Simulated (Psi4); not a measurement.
Psi4 1.11, HF/def2-svp: Sc(OH)2(OMe) (C[O][Sc]([OH])[OH]), 10 atoms. The geometry is a generated start, not checked to be a minimum at this level.

```json
{
  "task": "energy",
  "method": "scf",
  "basis": "def2-svp",
  "memory": "3 GB",
  "maxiter": "100",
  "keys_of_the_molecule_block": "symmetry c1",
  "scf_type": "df (default)",
  "e_convergence": "1e-06 (default)",
  "d_convergence": "1e-06 (default)",
  "basis_functions": "112"
}
```

```xyz
10

Sc     0.1215     0.1196     1.0316
O     -0.0446    -0.8122     2.5662
H     -0.0628    -1.0262     3.5001
O      0.6034     1.8510     1.1326
H      0.8504     2.6977     1.5067
O     -0.1786    -0.6001    -0.6028
C     -0.2971    -0.5614    -1.9978
H      0.3468    -1.3275    -2.4504
H     -1.3382    -0.7650    -2.2947
H     -0.0008     0.4240    -2.3915
```

Charge 0 and multiplicity 1 are set for this test and not shown to be the ground state.

With the defaults (damping_percentage = 0, level_shift = 0, level_shift_cutoff = 0.01, diis_max_vecs = 10, soscf = false, soscf_start_convergence = 0.01, guess = auto, which took SAD, diis = true, scf_initial_accelerator = adiis) it converges in 8 SCF iterations. One run each on 2 threads, with these changes:
- soscf = true, soscf_start_convergence = 0.1
- diis_max_vecs = 3
- guess = sadno
- level_shift = 0.1, level_shift_cutoff = 0.001
- diis_max_vecs = 6
- guess = huckel
- damping_percentage = 60
- guess = sap
- damping_percentage = 60, diis = false, scf_initial_accelerator = none

Task: Which of these changes keep the SCF from converging, or lead it to another solution?

Result: No convergence: damping_percentage = 60 (the run ends without SCF convergence in 100 iterations). The rest reach the solution of the defaults.

```tsv
setting	SCF iterations	JK calls	end
soscf = true, soscf_start_convergence = 0.1	5	16	same solution
the defaults	8	9	same solution
level_shift = 0.1, level_shift_cutoff = 0.001	8	9	same solution
diis_max_vecs = 6	8	9	same solution
guess = huckel	9	32	same solution
guess = sadno	9	9	same solution
guess = sap	9	9	same solution
diis_max_vecs = 3	10	11	same solution
damping_percentage = 60, diis = false, scf_initial_accelerator = none	48	49	same solution
damping_percentage = 60	100	101	no convergence
```

An SOSCF iteration holds several JK calls; a Hückel guess adds calls on atoms.
